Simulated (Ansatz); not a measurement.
# SiC, pressure series

Take SiC in the zinc blende structure (space group F-43m, No. 216; a = 4.356 Å) as the base.

Cell and atoms are relaxed at each pressure.

Method: Ansatz (an electronic-structure program) r2SCAN, scalar-relativistic without spin-orbit coupling.

```csv
case,electron mass,density,band gap
base,"0.64 mₑ along k, 0.23 mₑ across (at X)",3.22 g/cm³,1.71 eV
pressure −2 GPa,"0.64 mₑ along k, 0.23 mₑ across (at X)",3.19 g/cm³,1.72 eV
pressure −1 GPa,"0.64 mₑ along k, 0.23 mₑ across (at X)",3.21 g/cm³,1.72 eV
pressure 0.3 GPa,"0.64 mₑ along k, 0.23 mₑ across (at X)",3.23 g/cm³,1.71 eV
pressure 0.7 GPa,"0.64 mₑ along k, 0.23 mₑ across (at X)",3.23 g/cm³,1.71 eV
pressure 1.5 GPa,"0.64 mₑ along k, 0.23 mₑ across (at X)",3.24 g/cm³,1.71 eV
pressure 3 GPa,"0.64 mₑ along k, 0.22 mₑ across (at X)",3.26 g/cm³,1.70 eV
pressure 5 GPa,"0.63 mₑ along k, 0.22 mₑ across (at X)",3.29 g/cm³,1.70 eV
pressure 7.5 GPa,"0.63 mₑ along k, 0.22 mₑ across (at X)",3.32 g/cm³,1.69 eV
pressure 10 GPa,"0.63 mₑ along k, 0.22 mₑ across (at X)",3.36 g/cm³,1.69 eV
```

Load acts through the strain it causes; cell and atoms are relaxed under it. Masses are band curvatures over ±0.01 Å⁻¹ around the edge. Along k means along the line from Γ to the band edge. Stability against distortions was not tested. No other phases were tried under pressure.
